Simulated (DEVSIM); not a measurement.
**isotype n-n heterojunction Si/Ge**

System: isotype n-n heterojunction Si/Ge, at 250 K.

```
layer (left to right)  material  thickness (μm)  Nd (cm⁻³)  τn (s)  τp (s)
---------------------  --------  --------------  ---------  ------  ------
1                            Si           0.480     2.6e16  1.6e-6  1.6e-6
2                            Ge           0.790     3.9e17  1.6e-6  1.6e-6
```

Left contact: ohmic. Right contact: ohmic. Voltage is applied to the left contact. Recombination: SRH at mid-gap, radiative. Mobility is constant in doping.

This is a model device: material constants are rounded textbook-type values typed into the input, and sizes, dopings and lifetimes were drawn at random. Values at 300 K; Nc and Nv go as T^1.5, mobilities as T to minus their exponent, the gap by Varshni's rule with the affinity fixed.

```
parameter               Si        Ge
----------------  --------  --------
gap (eV)             1.124     0.664
affinity (eV)         4.05         4
permittivity          11.7        16
Nc (cm⁻³)          2.86e19   1.04e19
Nv (cm⁻³)           3.1e19      6e18
μn (cm²/Vs)           1417      3900
μp (cm²/Vs)            470      1900
T exponent of μn       2.3      1.66
T exponent of μp       2.2      2.33
B (cm³/s)          4.7e-15   6.4e-14
Varshni α (eV/K)  0.000473  0.000477
Varshni β (K)          636       235
```

Simulated with DEVSIM: 1D drift-diffusion, Boltzmann statistics, complete ionisation; no tunnelling, impact ionisation, image-force lowering or self-heating. Band offsets follow the typed affinities; no thermionic-emission limit at abrupt steps, no polarisation charge.

```
Item                                             Value
---------------------------------------------  -------
Potential step across the device at zero bias  0.130 V
```

Dark forward current:

(V (V), J (A/cm²)): (0.05, 9600); (0.10, 19000); (0.15, 29000); (0.20, 39000); (0.25, 48000); (0.30, 58000); (0.35, 68000); (0.40, 78000); (0.45, 88000); (0.50, 98000); (0.55, 110000)
